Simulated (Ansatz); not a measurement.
The parent structure is AgI in the rock salt structure (space group Fm-3m, No. 225; a model cell, its experimental status unchecked).

```yaml
crystal:
  lattice:
    - [0.00000, 2.99248, 2.99248]
    - [2.99248, 0.00000, 2.99248]
    - [2.99248, 2.99248, 0.00000]
  atoms:
    - { symbol: I, position: [0.00000, 0.00000, 0.00000] }
    - { symbol: Ag, position: [0.50000, 0.50000, 0.50000] }
```

Cartesian axes are those of the cell as printed.

Computed with PBEsol (Ansatz, a quantum-chemistry and plane-wave program), spin-orbit coupling left out.

Before the change:

Band gap: 0.38 eV

Perturbation: uniaxial strain ε_yy = +1.23 %, all other strain components held at zero, atoms relaxed at fixed cell.

Q: What happens to the stress and band gap?

A: The stress (xx, yy, zz, yz, xz, xy; compression positive) comes out as (-0.39, -0.83, -0.39, 0.00, 0.00, 0.00) GPa; the band gap decreases by 0.02 eV (0.38 eV → 0.36 eV).

Spin-orbit coupling, missing from the scalar runs, can matter with I. Stability against distortions was not tested. This is not the structure that AgI has at room temperature and ambient pressure.
